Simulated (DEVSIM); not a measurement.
Device: Co/SiO2/n-Ge capacitor, at 300 K.

```csv
layer (left to right),material,thickness (nm),Nd (cm⁻³)
1,SiO2,41.0,-
2,Ge,1900,1e17
```

Metal gate on the left, work function 5 eV. Fixed charge at the semiconductor interface -1.7e10 cm⁻² (in units of +e); no interface traps.

This is a model device: material constants are rounded textbook-type values typed into the input, and sizes, dopings and lifetimes were drawn at random. Values at 300 K; Nc and Nv go as T^1.5, mobilities as T to minus their exponent, the gap by Varshni's rule with the affinity fixed.

```
parameter         SiO2        Ge
----------------  ----  --------
gap (eV)             9     0.664
affinity (eV)      0.9         4
permittivity       3.9        16
Nc (cm⁻³)            -   1.04e19
Nv (cm⁻³)            -      6e18
Varshni α (eV/K)     -  0.000477
Varshni β (K)        -       235
```

Simulated with DEVSIM: 1D Poisson equation in equilibrium, Boltzmann statistics, complete ionisation; no quantum confinement or tunnelling. Metal contacts follow the ideal Schottky-Mott rule: no Fermi-level pinning, no interface dipoles.

The temperature was swept, all else fixed.

| temperature (K) | minimum of the low-frequency capacitance (μF/cm²) | flat-band voltage (V) |
|---|---|---|
| 250 | 0.0569 | 0.94 |
| 300 | 0.0590 | 0.91 |
| 350 | 0.0615 | 0.89 |
| 400 | 0.0645 | 0.86 |
| 450 | … | 0.83 |
| 500 | 0.0721 | 0.80 |

### Question
Fill in the missing entries.

### Answer

- 450, minimum of the low-frequency capacitance (μF/cm²): 0.0682
